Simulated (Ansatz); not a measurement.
## Cu3N: uniaxial stress, 3 GPa tension along x

The parent structure is Cu3N (space group Pm-3m, No. 221; a = 3.765 Å). Axes: x, y, z lie along the cube axes.

Perturbation: uniaxial stress, 3 GPa tension along x, with the cell and atoms free to relax against it.

Calculations: PBEsol (Ansatz, a program for electronic structure), no SOC, earlier PAW set. Γ-centred 12×12×12 mesh, Fermi–Dirac width 0.05 eV.

```csv
quantity,base,changed,shift
space group,Pm-3m (No. 221),P4/mmm (No. 123),–
shortest interatomic distance,1.882 Å,1.878 Å,-0.004 Å
energy relative to the base (free energy F),0 meV/atom,+1.6 meV/atom,+1.6 meV/atom
band gap,zero,zero,–
"valley order (the lowest conduction-band minima on the path, energy above the VBM, named in the base's zone)",M along ⟨110⟩ 0.02 eV; Γ 1.09 eV,M along [101] 0.04 eV; M along [011] 0.05 eV; Γ 1.07 eV,–
"strain response (xx, yy, zz) (rough)",–,"(+1.24, −0.21, −0.21) %",–
```

Final structure:

```
Cu3N
1.0
    3.81137     0.00000     0.00000
    0.00000     3.75675     0.00000
    0.00000     0.00000     3.75675
N Cu
1 3
Cartesian
  0.00000   0.00000   0.00000
  1.90568   0.00000   0.00000
  0.00000   0.00000   1.87837
  0.00000   1.87837   0.00000
```

Without a gap, meshes like the base's 12×12×12 leave anisotropic stresses uncertain by several tenths of a GPa, and small strain energies with them. Beyond what the load breaks, stability against distortions was not tested. The final runs are not spin-polarised. Gaps under 0.05 eV, about the width of the smearing, are given as zero. A zero or small gap of Cu3N can be the functional's error rather than a property of the material.
